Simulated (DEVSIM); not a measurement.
System: Si n+/n-/n+ resistor, at 300 K.

```
layer (left to right)  material  thickness (μm)  Nd (cm⁻³)   τn (s)   τp (s)
---------------------  --------  --------------  ---------  -------  -------
1                            Si           0.550     9.5e17  0.00018  0.00018
2                            Si           0.330     4.6e12  0.00018  0.00018
3                            Si           0.300     2.6e18  0.00018  0.00018
```

Left contact: ohmic. Right contact: ohmic. Voltage is applied to the left contact. Recombination: SRH at mid-gap. Mobility is μmin + (μ − μmin)/(1 + (N/Nref)^α).

The device is made up for the run: typed textbook-type constants, with dimensions and the other settings drawn at random. Values at 300 K.

| parameter | Si |
|---|---|
| gap (eV) | 1.124 |
| affinity (eV) | 4.05 |
| permittivity | 11.7 |
| Nc (cm⁻³) | 2.86e19 |
| Nv (cm⁻³) | 3.1e19 |
| μn (cm²/Vs) | 1417 |
| μp (cm²/Vs) | 470 |
| μn,min | 52 |
| μp,min | 45 |
| Nref,n | 9.7e16 |
| Nref,p | 2.2e17 |
| αn | 0.68 |
| αp | 0.72 |

Simulated with DEVSIM: 1D drift-diffusion, Boltzmann statistics, complete ionisation; no tunnelling, impact ionisation, image-force lowering or self-heating.

### Question
Give the dark forward current.

### Answer

(V (V), J (A/cm²)): (0.05, 1700); (0.10, 3600); (0.20, 7700); (0.25, 10000); (0.35, 15000); (0.40, 18000); (0.50, 25000); (0.55, 28000); (0.65, 36000); (0.70, 40000); (0.75, 44000); (0.85, 52000); (0.90, 57000); (1.00, 66000); (1.05, 71000); (1.15, 82000); (1.20, 87000); (1.30, 98000); (1.35, 100000); (1.40, 110000); (1.50, 120000); (1.55, 130000); (1.65, 140000); (1.70, 150000); (1.80, 160000); (1.85, 170000); (1.95, 180000); (2.00, 190000)
